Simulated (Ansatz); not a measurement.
Start from Ta in the bcc (W type) structure (space group Im-3m, No. 229; a = 3.320 Å).

(Cell as relaxed with PBE.)

Levels (all Ansatz, a quantum-chemistry and plane-wave program, PAW): PBE (420 eV, without spin-orbit coupling); r2SCAN (500 eV, scalar-relativistic without spin-orbit coupling).

Each level relaxes its own structure.

| quantity | PBE | r2SCAN |
|---|---|---|
| volume per atom | 18.29 Å³ | ? |
| lattice parameter a | 3.320 Å | ? |
| band gap | zero | ? |

### Question
Predict the r2SCAN column.

### Answer

- volume per atom, r2SCAN: 18.05 Å³
- lattice parameter a, r2SCAN: 3.305 Å
- band gap, r2SCAN: zero

PBE's volume per atom lies 0.24 Å³ above r2SCAN's (1.3 %); PBE's lattice parameter a lies 0.015 Å above r2SCAN's (0.4 %); the two agree on the band gap. Neither level is exact; r2SCAN is the comparison here, not a measurement.

Stability against distortions was not tested. All final runs are without spin polarisation.
